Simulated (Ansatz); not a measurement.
The parent structure is CdGeAs₂ in the chalcopyrite structure (space group I-42d, No. 122; a = 5.9422 Å, c = 11.3126 Å). Axes: x, y, z lie along a, b, c of the conventional cell.

Calculations: PBEsol (Ansatz, a first-principles code), without spin-orbit coupling.

Before the change:

- Pressure = -0.1 kbar
- Shortest interatomic distance = 4.625 bohr

Modification: strain tensor (xx, yy, zz, yz, xz, xy) = (+0.58, −1.42, −0.96, −1.74, +0.12, −1.19) %; the atoms relax in the strained cell.

How does this affect the largest internal atomic displacement, pressure, shortest interatomic distance and energy relative to the base?

The largest internal atomic displacement is 0.053 Å; the pressure (mean of the normal stresses, compression positive) goes up by 11.5 kbar (-0.1 kbar → 11.4 kbar); the shortest interatomic distance drops by 0.060 bohr, from 4.625 bohr to 4.565 bohr; the energy increases by 7.7 meV/atom.

Whether these cells are dynamically stable was not tested.
